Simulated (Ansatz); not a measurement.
**Defect calculation: Cd_B in zinc-blende BP**

All values below come from PBE, PAW (plane waves to 420 eV; Ansatz, a program for electronic structure). Cell: 64 sites, 2×2×2; final energies on a 2×2×2 shifted mesh. Site at the start: the B site. Finite-size correction: monopole term and site-potential alignment. Dielectric constants: PBE linear response of the host. Host gap at this level: 1.25 eV. Finite-size and sampling errors can reach tenths of an eV here. Levels are measured in PBE's own, too narrow, gap. Spin–orbit coupling is left out. Each state is the lowest found from its start.

Formation energies E_f are given with the Fermi level at the valence-band maximum. Chemical conditions: P-rich (Δμ(B) = -0.86 eV, Δμ(Cd) = -0.48 eV, bounded by CdP2 (P4_12_12); only phases computed here count, gases as isolated molecules at 0 K). Reference phases: B: alpha boron, Cd: hcp Cd.

```csv
charge,moment (μB),largest move off a lattice site (Å),image correction with alignment (eV),"E_f, P-rich (eV)",above the lowest spin state (eV)
+1†,2.0,0.37,0.53,–,0.00
+1†,not spin-polarised,0.36,0.52,–,0.06
0†,1.0,0.35,0.00,4.98,0.00
−1,not spin-polarised,0.33,-0.19,5.41,0.00
```

† Not settled in this cell, so no level is given: charge +1: a level filled in part, level within 0.1 eV of a band edge or past it; charge 0: a level filled in part.

Flagged in the runs: a doubtful potential alignment.
